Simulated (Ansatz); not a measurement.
Start from ZnS in the wurtzite structure (space group P6_3mc, No. 186; a = 3.8453 Å, c = 6.3052 Å). Axes: x lies along a and z along c of the hexagonal cell.

Computed with Ansatz (a program for electronic structure) PBE, scalar-relativistic without spin-orbit coupling.

Before the change:

The band gap comes out as 2.08 eV.

Now apply this change: the cell is compressed by 0.60 % along z with no lateral relaxation, atoms relaxed at fixed cell.

Task: What happens to the band gap?

Result: The band gap goes up by 0.04 eV, from 2.08 eV to 2.12 eV.

Task: Estimate the effect on the stress.

Result: The stress (xx, yy, zz, yz, xz, xy; compression positive) amounts to (0.23, 0.23, 0.83, 0.00, 0.00, 0.00) GPa.

The cells carry an imposed strain or load. No phonon test of stability was made.
